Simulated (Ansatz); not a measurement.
Band structure of CaF2 (Fm-3m, 3 atoms in the cell).

```yaml
crystal:
  lattice:
    - [0.00000, 2.76522, 2.76522]
    - [2.76522, 0.00000, 2.76522]
    - [2.76522, 2.76522, 0.00000]
  atoms:
    - { symbol: Ca, position: [0.00000, 0.00000, 0.00000] }
    - { symbol: F, position: [0.25000, 0.25000, 0.25000] }
    - { symbol: F, position: [0.75000, 0.75000, 0.75000] }
```

Method of the run: PBE (plane waves, PAW; Ansatz, a quantum-chemistry and plane-wave program).

Settings: kpoints.mp_grid.grid = 8 8 8; hamiltonian.xc = pbe; hamiltonian.pseudopotentials = {kind: paw} (the program's default PAW files); scf.occupations.method = fermi_dirac; scf.occupations.width = 0.01 eV; kpoints.band_path.npoints = 8.

The starting cell has typed, rounded lattice constants, without a prior relaxation at this level. Its lattice was rescaled by a random factor within 2.5 % of one.

Q: Predict the gap along the standard path and the places of the band edges.

A: The gap along the path is 7.08 eV, from X to Γ; the smallest direct gap on it is 7.33 eV.

Levels in eV from the top of the valence band on the path, bands 9 to 15:
```
point      9     10     11     12    13    14    15
-----  -----  -----  -----  -----  ----  ----  ----
Γ      -1.99  -0.25  -0.25  -0.25  7.08  9.02  9.02
X      -1.59  -0.34  -0.34   0.00  8.02  9.31  9.88
W      -1.00  -1.00  -0.26  -0.09  8.33  9.56  9.71
K      -1.45  -0.60  -0.43  -0.09  8.26  9.49  9.62
L      -1.24  -1.19  -0.81  -0.81  9.22  9.22  9.51
U      -1.45  -0.60  -0.43  -0.09  8.26  9.49  9.62
```

Keys are those of Ansatz 0.2.
